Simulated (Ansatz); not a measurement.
Structures of equal composition on the (111) surface of fcc Cu: one row in 4 of the top plane missing; p(2x2), one Cu site of the top plane empty. The slabs share one bottom face, and each structure is named by its start. These are constructed structures in small cells; real faces may alloy, dewet or reconstruct in larger ones, and not all known structures of the face are among them. Slabs of about 10 Å, Fermi-Dirac smearing of 0.1 eV. Bottom of the slabs: a bare face, its two planes held. Relaxed from the named starts with such symmetry as they have, on meshes of like density; energies extrapolated to zero smearing; spin only where a row says so; no spin-orbit coupling, no U. Brackets mark spin-polarised runs, whose order is one that fits the cell. The cells differ, so small differences also carry the error of unlike k-meshes.

Calculation: PBE (plane waves to 420 eV, PAW; Ansatz, a first-principles code).

Problem. Put the candidates in order of energy per 1x1 cell, lowest first, for PBE.

Solution. one row in 4 of the top plane missing (0.00 eV), p(2x2), one Cu site of the top plane empty (0.05 eV)
